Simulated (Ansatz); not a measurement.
An Ansatz (a quantum-chemistry and plane-wave program) input (PBE (Ansatz), no SOC):

Ansatz 0.2 input:
```yaml
crystal:
  lattice:
    - [1.5687217815, -6.6939054829, 0]
    - [1.5687217815, 6.6939054829, 0]
    - [0, 0, 2.8958098688]
  atoms:
    - { symbol: C, position: [0.970052906, 0.029947094, 0.75] }
    - { symbol: C, position: [0.029947094, 0.970052906, 0.25] }
    - { symbol: C, position: [0.248477012, 0.751522988, 0.75] }
    - { symbol: C, position: [0.751522988, 0.248477012, 0.25] }
    - { symbol: Zr, position: [0.6154313544, 0.3845686456, 0.75] }
    - { symbol: Zr, position: [0.3845686456, 0.6154313544, 0.25] }
basis: { ecutwfc: 420, ecutrho_ratio: 4, xc_grid: 2, fft_grid_basis: typed }
kpoints: { mp_grid: { grid: [15, 15, 16] } }
hamiltonian:
  xc: pbe
  dispersion: none
  pseudopotentials: { kind: paw }
scf: { occupations: { method: fermi_dirac, width: 0.05 }, convergence: { dr2_threshold: 0.0000000006 } }
output: { forces: true, stress: true }
checkpoint: { write: state.ck, write_every: 1000 }
```

### Question
Which symmetry and how many k-points will the program report, and about how many plane waves at Γ?

### Answer
Space group Cmcm (ITA 63) with 8 operations, k-points 576 of 3600, and 1191 plane waves at Γ.

Whether these cells are dynamically stable was not tested. All final runs are without spin polarisation. The cell was made from ZrSi2 by this change: Si → C; the result is a hypothetical phase, not in the database extracts checked.
